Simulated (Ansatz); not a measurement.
System: B20 (FeSi-type) MnSi. Method: LDA (Ansatz, a program for electronic structure, plane waves, PAW).

Numerical settings: plane-wave cutoff 520 eV, 12×12×12 k mesh, Fermi–Dirac smearing 0.05 eV, spin-polarised with parallel moments, scalar-relativistic PAW data made under PBE.

The cell is scaled about its equilibrium volume:

Shape and atoms are relaxed at each volume.

```tsv
V (Å³/atom)	P (GPa)	moment (μB per cell of 8 atoms)
10.419	10.15	1.69
10.636	4.76	2.17
10.853	0.00	2.62
11.070	-4.31	2.95
11.287	-8.22	3.19
```

Note: the collinear magnetic order is the start's and need not be the measured one; the bulk modulus comes from volumes at which shape and atoms were relaxed.
